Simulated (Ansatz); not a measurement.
Input and output of a relaxation of the atoms for LaP (I4mm, 2 atoms in the cell) (Ansatz, an electronic-structure program).

Method: LDA (PW92), default PAW files made with PBE (plane waves; Ansatz).

The change in words: one atom moved by 0.15 angstrom; relax: default → atoms; relax.f_tol: default → 0.002 eV/Å. Reference geometry:
```xyz
2
Lattice="0.0000 3.0242 3.0242 3.0242 0.0000 3.0242 3.0242 3.0242 0.0000" Properties=species:S:1:pos:R:3 pbc="T T T"
La     0.0000     0.0000     0.0000
P      3.0242     3.0242     3.0242
```

Reference input (self-consistent single point, DFT, LDA (PW92), plane waves, default PAW files made with PBE): basis.ecutwfc = 420 eV; kpoints.mp_grid.grid = 9 9 9; hamiltonian.xc = lda; hamiltonian.pseudopotentials = {kind: paw} (the program's default PAW files); scf.occupations.method = fermi_dirac; scf.occupations.width = 0.1 eV. This run's input differs from it in these lines:

```diff
@@ -7,3 +7,3 @@
   atoms:
-    - { symbol: La, position: [0.000000, 0.000000, 0.000000] }
+    - { symbol: La, position: [0.024800, 0.024800, -0.024800] }
     - { symbol: P, position: [0.500000, 0.500000, 0.500000] }
@@ -22,2 +22,4 @@
     width: 0.1
+relax:
+  f_tol: 0.002
 output:
```

Output, abridged:

```
   [... SCF lines of the steps left out ...]
relax step   1: F+E_penalty+E_count = -6805.14810229 eV  Δ(F+E_penalty+E_count) = +0.000e0 eV  max|allowed force component| = 4.112e-1 eV/Å  Δτ_max = 0.0000 Å  (6 SCF iters, dr2 threshold 1.00e-7 eV, accepted)
relax step   2: F+E_penalty+E_count = -6805.17543816 eV  Δ(F+E_penalty+E_count) = -2.734e-2 eV  max|allowed force component| = 4.745e-2 eV/Å  Δτ_max = 0.0646 Å  (4 SCF iters, dr2 threshold 1.06e-5 eV, accepted)
relax step   3: F+E_penalty+E_count = -6805.17591723 eV  Δ(F+E_penalty+E_count) = -4.791e-4 eV  max|allowed force component| = 1.016e-3 eV/Å  Δτ_max = 0.0102 Å  (5 SCF iters, dr2 threshold 1.41e-7 eV, accepted)
relax step   4: F+E_penalty+E_count = -6805.17591723 eV  Δ(F+E_penalty+E_count) = -2.419e-10 eV  max|allowed force component| = 1.014e-3 eV/Å  Δτ_max = 0.0000 Å  (2 SCF iters, accepted)
the relaxation is at rest under the 8 symmetry operations that the run kept from its start: a minimum is not shown …
Stability not checked: this state was not tested for a lower state beside it, because too few of the mixer's solves of this state at the end of the SCF gave a …
Free energy (F): -6805.175917 eV
Internal energy: -6805.166547 eV  (E = F + TS)
E sigma→0 (E₀):  -6805.171232 eV
Entropy (-TS):   -0.009371 eV (-4.685 meV/atom)
Fermi energy:    8.681996 eV
--- Forces (eV/Å), atoms counted from 1 ---
  atom   1  La     0.00000000     0.00000000    -0.00101344
   [... lines left out ...]
--- Relaxed structure (4 steps of the walk, 4 accepted, 0 SCFs on fresh bases) ---
  F+E_penalty+E_count = -6805.17591723 eV   max|allowed force component| = 1.014e-3 eV/Å
  atoms:
    - { symbol: La, position: [0.01243825654036919, 0.01243825654036919, -0.01243825654036919] }
    - { symbol: P, position: [0.5123617434596307, 0.5123617434596307, 0.4876382565403692] }
```

The run converged. 

Summary of the result:
- Free energy E − TS (on the zero of these files) = -6805.1759 eV
- Fermi level (on the code's own zero) = 8.68 eV
- Pressure = -4.03 GPa
- Largest force (vector length) = 0.001 eV/Å
- Relaxation steps = 4

The starting cell comes from a database of computed structures (which also holds hypothetical and non-ambient phases and stackings), without a prior relaxation at this level. Its lattice was rescaled by up to half a per cent. For this run, on top of that: one atom moved by 0.15 angstrom. The relaxation keeps the symmetry of its start, so its end need not be a minimum. Ansatz's pressure includes its estimate of the finite-basis (Pulay) stress.

Keys are those of Ansatz 0.2.
